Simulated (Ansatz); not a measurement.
# Lattice constant a of GaN (model structure, P6₂22, No. 180, 6 atoms in the cell) at several levels of theory

No measured value is used here.

| level (code) | value (Å) |
|---|---|
| LDA (Ansatz) | 3.097 |
| PBE (Ansatz) | 3.164 |
| PBE-D3(BJ) (Ansatz) | 3.137 |
| r²SCAN (Ansatz) | ___ |
| r²SCAN+rVV10 (Ansatz) | 3.117 |

Q: Fill in the missing entries.

A: 
- r²SCAN (Ansatz, a first-principles code), value (Å): 3.125

Cutoffs differ between the levels. Ansatz's density-functional and Hartree–Fock values are scalar-relativistic unless marked +SOC, with PAW data made under PBE.

A model structure was made by putting elements into a prototype or built by hand; it is no filed structure, need not be a known phase, and can be a saddle point held by its symmetry.
